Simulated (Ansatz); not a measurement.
Consider a periodic stack without vacuum, fluorite-type NiSi2 (0 0 1) on ceria (0 0 1) (film strained to the substrate, started from cuts of the bulks and a machine-learned relaxation; slabs Ce6O10 and Ni4Si8, which can lie off the formulas): substrate slab Ce6O10, film Ni4Si8, surface cells [[1, 0], [1, 1]] and [[1, 0], [1, 1]], film strained by +0.4 and +0.4 %, outermost planes Ce/Ce and Si/Ni as cut, which need not be the usual terminations and can put a slab off its formula. Its start:

```xyz
28
Lattice="3.8640 0.0000 -0.0184 0.0000 3.8640 0.0210 -0.1368 -0.8107 27.6545" Properties=species:S:1:pos:R:3 pbc="T T T"
Ce    -0.1759     0.0861     3.7928
Ce     1.6672     2.0546     1.1266
Ce    -0.1094     0.0483     9.1948
Ce     1.8055     1.9946     6.4947
Ce    -0.1172     0.0155    14.5386
Ce     1.8230     1.9686    11.8970
O      1.7164     0.1066     2.2307
O     -0.2272     2.0358     2.2659
O      1.8211     0.0539     7.8283
O     -0.1115     1.9857     7.8537
O     -0.1456     2.0064     5.0729
O      1.7823     0.0735     5.0441
O      1.8194     0.0297    13.4110
O     -0.1084     1.9595    13.4303
O     -0.1105     1.9750    10.6317
O      1.8229     0.0434    10.6077
Ni     2.4860     0.7636    21.2279
Ni     0.4609     2.7081    18.6540
Ni     2.7937     0.6642    26.3864
Ni     0.7205     2.6556    23.7970
Si     0.6081     0.7639    19.9058
Si     2.4888     2.7023    19.9752
Si     2.4795     2.7223    17.2990
Si     0.9684     0.7898    17.3509
Si     0.8220     0.7076    25.2307
Si     2.6623     2.6173    25.2491
Si     2.6333     2.6759    22.5630
Si     0.5932     0.7326    22.5995
```

The start was prepared with a machine-learned potential, and the result is one local minimum, with the in-plane cell held and forces under 0.04 eV/Å; the film can end far from its bulk form.

The numbers are results of PBE (plane waves to 420 eV, PAW; Ansatz, a program for electronic structure), not measurements. Scalar-relativistic, without spin–orbit coupling; the runs are not spin-polarised; PBE gaps are too small against experiment; cerium has no Hubbard term. Its k-point mesh 8×8×1, Fermi–Dirac width 0.05 eV.

Task: Predict the relaxed interface.

Result: 
- interface area = 14.9 Å²
- period = 26.79 Å
- heights between the nearest atoms of the two slabs at the two interfaces = 2.41 and 1.75 Å
- Ce–Si contacts across the interfaces within 1.22 times the sum of covalent radii = 8, mean 3.27 Å
- Ce–Ni contacts across the interfaces within 1.22 times the sum of covalent radii = 5, mean 3.35 Å
